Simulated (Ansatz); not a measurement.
## Li₃OBr (Pm-3m): band-edge transport data

Input:

```
CELL_PARAMETERS angstrom
      3.93649     0.00000     0.00000
      0.00000     3.93649     0.00000
      0.00000     0.00000     3.93649
ATOMIC_POSITIONS crystal
  Li 0.50000 0.00000 0.00000
  Li 0.00000 0.50000 0.00000
  Li 0.00000 0.00000 0.50000
  Br 0.50000 0.50000 0.50000
  O  0.00000 0.00000 0.00000
```

Method: PBEsol, rigid bands (plane waves, PAW, scalar-relativistic; Ansatz, an electronic-structure program). Cell: cell and atoms relaxed with PBEsol.

```yaml
band_gap: 4.32 eV
electron conductivity mass (300 K, dilute): 0.40 mₑ
effective density of states N_c (300 K): 2.4e19 cm⁻³
density_of_states_mass_electrons: 0.98 mₑ
Seebeck coefficient, n-type 1e19 cm⁻³, 300 K: -297 μV/K
best n-type power factor at 300 K for τ = 10 fs (best axis; densities from 1e16 to 1e21 cm⁻³ tried, whether or not they can be reached): 10.4 μW/(cm·K²) at 1e20 cm⁻³
```

Rigid bands; masses and Seebeck coefficients take one relaxation time τ for all states and one kind of carrier; polarons and phonon drag are left out. Spin-orbit coupling is left out.

Computed structure with no diffraction record at hand here (it may be known, metastable or hypothetical): Li3OBr (Pm-3m).
